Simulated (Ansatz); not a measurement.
**Worked example: self-consistent single point of CoSi2 (Fm-3m, 3 atoms in the cell) in Ansatz (a program for electronic structure)**

Computed with LDA (PW92), default PAW files made with PBE (plane waves; Ansatz).

Input as run:

Ansatz 0.2 input:
```yaml
# CoSi2
crystal:
  lattice:
    - [0.000000, 2.673687, 2.673687]
    - [2.673687, 0.000000, 2.673687]
    - [2.673687, 2.673687, 0.000000]
  atoms:
    - { symbol: Co, position: [0.000000, 0.000000, 0.000000] }
    - { symbol: Si, position: [0.750000, 0.750000, 0.750000] }
    - { symbol: Si, position: [0.250000, 0.250000, 0.250000] }
basis:
  ecutwfc: 420.0
kpoints:
  mp_grid:
    grid: [9, 9, 9]
hamiltonian:
  xc: lda
  pseudopotentials:
    kind: paw
scf:
  occupations:
    method: fermi_dirac
    width: 0.1
output:
  forces: true
  eigenvalues: true
  stress: true
```

Log, with long lists cut:

```
WARN ansatz: RAYON_NUM_THREADS=1 ignored (pool sized by the plan → 1); use --threads N
Pseudopotentials: kind: paw
Pseudopotential: Co, paw, valence charge 17
Pseudopotential: Si, paw, valence charge 4
Crystal: 3 atoms, lattice volume = 38.226 Å³
Basis set: ecut = 420 eV, 725 PW (Γ)
Bands: 17, of which v1, the nominal top of the filled ones, is band 13 counted from 1 (12 counted from 0)
Symmetry: 48 space group operations
Space group: Fm-3m (ITA 225), of the structure as read, at distance tolerance 3.4e-5 Å
k-points: 35 of 729
PAW frozen core: Co, regenerated for the run's functional, and the local potential with it
PAW frozen core: Si, regenerated for the run's functional, and the local potential with it
Initial density: superposition of atomic densities (neutral atoms: chi_scale 0, normalization atom), corrected by the library's trained network
Initial wavefunctions: pseudopotential atomic-orbital guess
Eigensolver: davidson
Functional: x = slater, c = lda
SCF iter   1: F=—  HF=-6281.900282 eV  |F-HF|=—  |Δ(HF+E_count)|=         —  Δρ=9.51e-3  dr2=1.72e-2  ethr=1.77e-3  ⟨swp⟩=5.1  Hψ=3053  notcnv=0
all-band conjugate gradients solve this SCF's bands
preconditioner: auto → Kerker (q_TF=auto, 2.542 Å⁻¹)
SCF iter   2: F=—  HF=-6281.898432 eV  |F-HF|=—  |Δ(HF+E_count)|=   1.85e-3  Δρ=3.74e-3  dr2=2.87e-3  ethr=6.88e-5  ⟨swp⟩=1.3  Hψ=893  notcnv=0
SCF iter   3: F=—  HF=-6281.898138 eV  |F-HF|=—  |Δ(HF+E_count)|=   2.94e-4  Δρ=8.77e-4  dr2=2.25e-4  ethr=1.15e-5  ⟨swp⟩=1.0  Hψ=595  notcnv=0
SCF iter   4: F=—  HF=-6281.898137 eV  |F-HF|=—  |Δ(HF+E_count)|=   1.00e-6  Δρ=1.51e-4  dr2=9.82e-6  ethr=9.00e-7  ⟨swp⟩=2.3  Hψ=885  notcnv=0
SCF iter   5: F=—  HF=-6281.898136 eV  |F-HF|=—  |Δ(HF+E_count)|=   1.33e-6  Δρ=4.47e-5  dr2=1.26e-6  ethr=3.93e-8  ⟨swp⟩=2.5  Hψ=901  notcnv=0
SCF iter   6: F=—  HF=-6281.898136 eV  |F-HF|=—  |Δ(HF+E_count)|=   5.49e-8  Δρ=4.48e-5  dr2=6.28e-7  ethr=5.05e-9  ⟨swp⟩=2.9  Hψ=1033  notcnv=0
SCF iter   7: F=—  HF=-6281.898136 eV  |F-HF|=—  |Δ(HF+E_count)|=   7.83e-8  Δρ=2.50e-5  dr2=1.43e-7  ethr=2.51e-9  ⟨swp⟩=2.5  Hψ=879  notcnv=0
SCF iter   8: F=-6281.898136 eV  HF=-6281.898136 eV  |F-HF|=1.39e-8  |Δ(HF+E_count)|=   7.97e-9  Δρ=8.78e-6  dr2=1.79e-8  ethr=4.00e-10  ⟨swp⟩=4.0  Hψ=1715  notcnv=0
SCF 1 converged in 8 iterations: F = -6281.898136 eV  dr2 = 1.79e-8
SCF converged after 8 iterations
Free energy (F): -6281.898136 eV
Harris-Foulkes:  -6281.898136 eV  (|F-HF|=1.39e-8)
Internal energy: -6281.861234 eV  (E = F + TS)
E sigma→0 (E₀):  -6281.879685 eV
Entropy (-TS):   -0.036901 eV (-12.300 meV/atom)
Fermi energy:    12.691344 eV
--- Per-component energies (eV) ---
  E_band       = -285.392556
  E_kinetic    = 548.453567
  E_local      = -4100.275460  (includes V_loc(G=0)·N_el)
  E_nonlocal   = 509.506055
  E_hartree    = 1780.516466
  E_xc         = -272.326951
  E_vxc        = -305.712008  (∫ρ·V_xc dr)
  E_paw        = -2426.095439  (= ΣΔE_a)
  E_vpaw       = -498.386937  (= ΣTr[D̂ρ^β])
  E_aug_tail   = 0.000068  (compensation charges beyond the density's cutoff)
  E_ewald      = -2322.226453
  E_core_change = 0.586912  (= ΣΔE_core)
  E_smearing   = -0.036901  (= −TS)
  E_closure    = -0.000000  (closes the sum)
  Σ components = -6281.898136   (vs F -6281.898136, Δ=0.00e0)
--- Forces (eV/Å), atoms counted from 1 ---
  atom   1  Co    -0.00000000     0.00000000    -0.00000000
   [... zero for the other atoms too ...]
  max |Σ_I F_I| component: 2.78e-17 eV/Å
--- Stress (GPa, compression-positive) ---
       -7.576083       0.000000      -0.000000
        0.000000      -7.576083      -0.000000
        0.000000       0.000000      -7.576083
  P = ⅓ Tr σ = -7.5761 GPa (-75.761 kbar)
  The stress holds the Pulay correction. Without it, at fixed plane waves, as pw.x and ABINIT print it: P = -7.6890 GPa
--- Band table (eV; the first three rows and the last of 35) ---
  k-point 0: bands = ["-81.2825", "-45.0122", "-45.0122", "-45.0122", "-0.4356", "8.5761", "8.5761", "8.5761", "10.7718", "10.7718", "13.3902", "16.1427", "16.1427", "16.1427", "16.1472", "16.1472", "16.1472"]
  k-point 1: bands = ["-81.2826", "-45.0125", "-45.0122", "-45.0122", "-0.2477", "8.1269", "8.6424", "8.6424", "10.7180", "10.7180", "13.4272", "14.4166", "15.1460", "15.1460", "17.1012", "17.1012", "17.9543"]
  k-point 2: bands = ["-81.2826", "-45.0132", "-45.0123", "-45.0123", "0.3095", "7.0037", "8.8101", "8.8101", "10.6335", "10.6335", "12.1300", "14.1526", "14.1526", "14.7505", "16.7694", "16.7694", "17.3867"]
  k-point 34: bands = ["-81.2825", "-45.0141", "-45.0138", "-45.0131", "4.0331", "4.8375", "6.8490", "6.9918", "10.1544", "10.4070", "10.7980", "11.2713", "12.0218", "15.9170", "16.5899", "18.3022", "19.9779"]
```

The run converged in 8 iterations.

The starting cell comes from a database of computed structures (which also holds hypothetical and non-ambient phases and stackings), without a prior relaxation at this level. Its lattice was rescaled by a random factor within 2.5 % of one. Spin polarisation is off. With a pressure of about -8 GPa the cell is away from its equilibrium volume at this level. Ansatz's pressure includes its estimate of the finite-basis (Pulay) stress.
